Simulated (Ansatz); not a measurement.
A structure of AlC (rock salt start, 32-atom cell) off equilibrium:

```yaml
crystal:
  lattice:
    - [4.31725, -4.31714, -4.31715]
    - [4.31725, 4.31715, 4.31714]
    - [4.31725, -4.31717, 4.31717]
  atoms:
    - { symbol: Al, position: [0.75066, 0.99984, 0.74974] }
    - { symbol: Al, position: [0.74978, 0.24977, 0.00080] }
    - { symbol: Al, position: [0.50017, 0.00018, 0.49947] }
    - { symbol: Al, position: [0.75064, 0.49976, 0.24985] }
    - { symbol: Al, position: [0.49987, 0.25073, 0.74977] }
    - { symbol: Al, position: [0.74985, 0.74976, 0.50077] }
    - { symbol: Al, position: [0.25072, 0.99987, 0.24979] }
    - { symbol: Al, position: [0.50015, 0.50026, 0.99947] }
    - { symbol: Al, position: [0.24976, 0.24975, 0.50086] }
    - { symbol: Al, position: [0.49983, 0.75067, 0.24980] }
    - { symbol: Al, position: [0.25074, 0.49987, 0.74977] }
    - { symbol: Al, position: [0.00005, 0.00017, 0.99947] }
    - { symbol: Al, position: [0.99992, 0.25073, 0.24970] }
    - { symbol: Al, position: [0.24969, 0.74981, 0.00085] }
    - { symbol: Al, position: [0.00017, 0.50014, 0.49948] }
    - { symbol: Al, position: [0.99989, 0.75067, 0.74973] }
    - { symbol: C, position: [0.75048, 0.49927, 0.75025] }
    - { symbol: C, position: [0.74913, 0.74906, 0.00129] }
    - { symbol: C, position: [0.50065, 0.50065, 0.49843] }
    - { symbol: C, position: [0.75051, 0.99927, 0.25025] }
    - { symbol: C, position: [0.49921, 0.75052, 0.75024] }
    - { symbol: C, position: [0.74911, 0.24908, 0.50129] }
    - { symbol: C, position: [0.25050, 0.49926, 0.25021] }
    - { symbol: C, position: [0.50068, 0.00059, 0.99843] }
    - { symbol: C, position: [0.24910, 0.74910, 0.50128] }
    - { symbol: C, position: [0.49924, 0.25053, 0.25019] }
    - { symbol: C, position: [0.25050, 0.99932, 0.75020] }
    - { symbol: C, position: [0.00063, 0.50063, 0.99845] }
    - { symbol: C, position: [0.99930, 0.75055, 0.25019] }
    - { symbol: C, position: [0.24913, 0.24904, 0.00129] }
    - { symbol: C, position: [0.00062, 0.00063, 0.49846] }
    - { symbol: C, position: [0.99929, 0.25052, 0.75022] }
```

The numbers are results of PBE (plane waves to 420 eV, PAW; Ansatz, an electronic-structure program), not measurements. Spin–orbit coupling is left out. Its k-point mesh 5×5×5, Fermi–Dirac width 0.05 eV.

What forces act on the atoms (eV/Å, in the order given), and what is the pressure?


| atom | Fx | Fy | Fz |
|---|---|---|---|
| Al1 | -0.013 | 0.019 | 0.031 |
| Al2 | -0.015 | 0.025 | -0.023 |
| Al3 | 0.001 | -0.022 | 0.021 |
| Al4 | -0.013 | 0.023 | 0.030 |
| Al5 | -0.016 | -0.033 | -0.020 |
| Al6 | -0.015 | 0.026 | -0.021 |
| Al7 | -0.016 | 0.021 | 0.030 |
| Al8 | 0.000 | -0.024 | 0.019 |
| Al9 | -0.015 | 0.027 | -0.024 |
| Al10 | -0.014 | -0.032 | -0.020 |
| Al11 | -0.016 | 0.021 | 0.031 |
| Al12 | 0.004 | -0.025 | 0.019 |
| Al13 | -0.015 | -0.033 | -0.018 |
| Al14 | -0.015 | 0.024 | -0.026 |
| Al15 | 0.002 | -0.022 | 0.021 |
| Al16 | -0.014 | -0.032 | -0.017 |
| C17 | 0.000 | 0.074 | 0.060 |
| C18 | 0.021 | 0.073 | -0.068 |
| C19 | 0.021 | -0.075 | 0.076 |
| C20 | -0.001 | 0.076 | 0.061 |
| C21 | 0.001 | -0.063 | -0.078 |
| C22 | 0.021 | 0.072 | -0.070 |
| C23 | 0.001 | 0.075 | 0.063 |
| C24 | 0.022 | -0.073 | 0.078 |
| C25 | 0.021 | 0.071 | -0.071 |
| C26 | 0.001 | -0.064 | -0.076 |
| C27 | 0.000 | 0.072 | 0.060 |
| C28 | 0.021 | -0.075 | 0.075 |
| C29 | -0.002 | -0.063 | -0.074 |
| C30 | 0.021 | 0.074 | -0.068 |
| C31 | 0.021 | -0.075 | 0.074 |
| C32 | -0.001 | -0.061 | -0.073 |

Pressure: -5.83 GPa.
